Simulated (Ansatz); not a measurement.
Structures of equal composition on the (111) surface of fcc Rh: a layer of Pd in place of the second plane; a layer of Pd in place of the third plane. The slabs share one bottom face, and each structure is named by its start. These are constructed structures in small cells; real faces may alloy, dewet or reconstruct in larger ones, and not all known structures of the face are among them. Slabs of about 11 Å, Fermi-Dirac smearing of 0.1 eV. Bottom of the slabs: a bare face, its two planes held. Relaxed from the named starts with such symmetry as they have, on meshes of like density; energies extrapolated to zero smearing; spin only where a row says so; no spin-orbit coupling, no U. Brackets mark spin-polarised runs, whose order is one that fits the cell.

Calculation: PBE (plane waves to 420 eV, PAW; Ansatz, a program for electronic structure).

### Question
Order them by energy per 1x1 cell (lowest first) at the level PBE.

### Answer
a layer of Pd in place of the third plane (0.000 eV), a layer of Pd in place of the second plane (0.049 eV)
